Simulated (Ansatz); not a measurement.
The reference is NaI in the rock salt structure (space group Fm-3m, No. 225; a = 6.402 Å). Axes: x, y, z lie along the cube axes.

The values are results of PBEsol (Ansatz, an electronic-structure program), scalar-relativistic without spin-orbit coupling, not measurements.

Before the change:

The valence-band top at Γ is 0.00, 0.00, 0.00 eV.

Perturbation: tensile biaxial strain of 0.50 % in the plane normal to [001], as in epitaxy on a mismatched substrate; the out-of-plane cell vector and the atoms relax.

Task: Estimate the effect on the energy relative to the base and valence-band top at Γ.

Result: The energy is nearly the same; the valence-band top at Γ (three highest levels, from the VBM) goes from 0.00, 0.00, 0.00 eV to 0.00, 0.00, -0.01 eV.

With I present, leaving out spin-orbit coupling can change the band edges. The levels and masses belong to the bands next to the band gap. Whether these cells are dynamically stable was not tested.
